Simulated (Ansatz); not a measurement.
The starting structures come from a database of crystals and need not be the phases stable at ambient conditions.

 Where the default PAW files enter, the runs use the earlier of Ansatz's two default sets.

By PBEsol, the system below comes out a metal.

Without scattering a metal conducts by its projected Fermi surface.

Consider the following.

```yaml
crystal:
  lattice:
    - [5.29657, 0.00000, 0.00000]
    - [-2.64829, 4.58696, 0.00000]
    - [0.00000, 0.00000, 4.93918]
  atoms:
    - { symbol: Ta, position: [0.33363, 0.00000, 0.75362] }
    - { symbol: Ta, position: [0.66637, 0.00000, 0.24638] }
    - { symbol: Ta, position: [0.00000, 0.33363, 0.75362] }
    - { symbol: Ta, position: [0.00000, 0.66637, 0.24638] }
    - { symbol: Ta, position: [0.66637, 0.66637, 0.75362] }
    - { symbol: Ta, position: [0.33363, 0.33363, 0.24638] }
    - { symbol: N, position: [0.66667, 0.33333, 0.50000] }
    - { symbol: N, position: [0.33333, 0.66667, 0.50000] }
    - { symbol: N, position: [0.00000, 0.00000, 0.00000] }
```

Space group of this cell: P-31m. The cell is taken as given; by PBEsol its mean pressure is -5.3 GPa.

The current flows along the normal of the first two printed cell vectors, the (001) plane of the conventional cell. No spin-orbit coupling; the value is a mean over 0.1 eV about the Fermi level.

Problem. Predict the ballistic conductance per area from PBEsol in Ansatz (a first-principles code).

Solution. 0.63 × 10¹⁵ S/m² for both spins.
